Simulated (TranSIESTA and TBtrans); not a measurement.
## Ag chain with one bond stretched by 2.0 Å

System: Ag chain with one bond stretched by 2.0 Å. Leads: straight Ag chain, spacing 2.809 Å. Geometry: as built, not relaxed.

TranSIESTA and TBtrans, PBE, DZP numerical orbitals (energy shift 0.15 eV), PseudoDojo norm-conserving scalar-relativistic potentials, mesh cutoff 200 Ry, 300 K, no spin polarisation, no spin-orbit coupling; self-consistent non-equilibrium Green functions.

| Quantity | Value |
|---|---|
| Conductance at 300 K (G0 = 2e²/h) | 0.21 |
| Mean T from −0.5 to 0.5 eV | 0.20 |

Energies count from the leads' Fermi level. Transmissions are for one spin of a degenerate pair. The energy step is 0.01 eV; narrower resonances are cut or missed.

```tsv
E (eV)	T	lead channels
-1.95	0.0030	3
-1.80	0.0033	3
-1.65	0.0017	1
-1.50	0	0
-1.35	0	0
-1.20	0	0
-1.05	0	0
-0.90	0.033	1
-0.75	0.072	1
-0.60	0.11	1
-0.45	0.16	1
-0.30	0.19	1
-0.15	0.21	1
0.00	0.21	1
0.15	0.21	1
0.30	0.20	1
0.45	0.20	1
0.60	0.19	1
0.75	0.19	1
0.90	0.20	1
1.05	0.20	1
1.20	0.21	1
1.35	0.23	1
1.50	0.24	1
1.65	0.26	1
1.80	0.28	1
1.95	0.30	1
```

The straight chain is held at its spacing; free chains may zigzag or dimerise. No spin-polarised start was tried, so a magnetic state, if there is one, is missed.
